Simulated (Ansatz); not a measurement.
Data:

```xyz
2
Lattice="0.0000 2.8953 2.8953 2.8953 0.0000 2.8953 2.8953 2.8953 0.0000" Properties=species:S:1:pos:R:3 pbc="T T T"
I      4.3430     4.3430     4.3430
Cu     0.0000     0.0000     0.0000
```

No spin polarisation.

The values are results of Ansatz (a first-principles code) r2SCAN, spin-orbit coupling left out, not measurements. Settings: 10×10×10 k-points, 0.05 eV Fermi–Dirac smearing.

### Question
Predict the band gap, gap character, electron mass and width of the top valence band.

### Answer
- Band gap: 2.05 eV
- Gap character: direct at Γ
- Electron mass: 0.18 mₑ (at Γ)
- Width of the top valence band: 2.05 eV

With I present, leaving out spin-orbit coupling can change the band edges. Load acts through the strain it causes; cell and atoms are relaxed under it. Effective masses come from finite differences of ±0.01 Å⁻¹. Stability against distortions was not tested. Tetrahedral semiconductors of this kind turn to denser phases somewhere between about 1 and 50 GPa; those were not computed, so compressed cells here can lie past the real transition. All final runs are without spin polarisation. The cell was made from CuI in the zinc blende structure (space group F-43m, No. 216) by this change: pressure 7 GPa.
